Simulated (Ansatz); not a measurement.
The starting structures come from a database of crystals and need not be the phases stable at ambient conditions.

Inside the gap of an insulator the Bloch states are evanescent, with a wavenumber k + iκ along the transport direction.

Here is the system:

```
CELL_PARAMETERS angstrom
      5.73615     0.00000     0.00000
      0.00000     8.25418     0.00000
      0.00000     0.00000     5.95376
ATOMIC_POSITIONS crystal
  La 0.98406 0.25000 0.94613
  La 0.01594 0.75000 0.05387
  La 0.48406 0.75000 0.55387
  La 0.51594 0.25000 0.44613
  In 0.50000 0.00000 0.00000
  In 0.00000 0.00000 0.50000
  In 0.00000 0.50000 0.50000
  In 0.50000 0.50000 0.00000
  O  0.38531 0.25000 0.04590
  O  0.61469 0.75000 0.95410
  O  0.88531 0.75000 0.45410
  O  0.11469 0.25000 0.54590
  O  0.80397 0.06071 0.19846
  O  0.19603 0.93929 0.80154
  O  0.30397 0.93929 0.30154
  O  0.69603 0.06071 0.69846
  O  0.69603 0.43929 0.69846
  O  0.30397 0.56071 0.30154
  O  0.19603 0.56071 0.80154
  O  0.80397 0.43929 0.19846
```

Space group of this cell: Pnma. The cell is taken as given.

Transport runs along the normal of the first two printed cell vectors.

The gap is the functional's own, uncorrected, and κ follows it; spin-orbit coupling is left out. Mid-gap values are interpolated between the computed energies.

Problem. Estimate the band gap and the smallest decay constant κ at mid-gap that r2SCAN in Ansatz (a first-principles code) returns for this system.

Solution. Gap 3.48 eV on a 6×4×6 mesh; κ = 0.315 1/Å, at the zone centre.
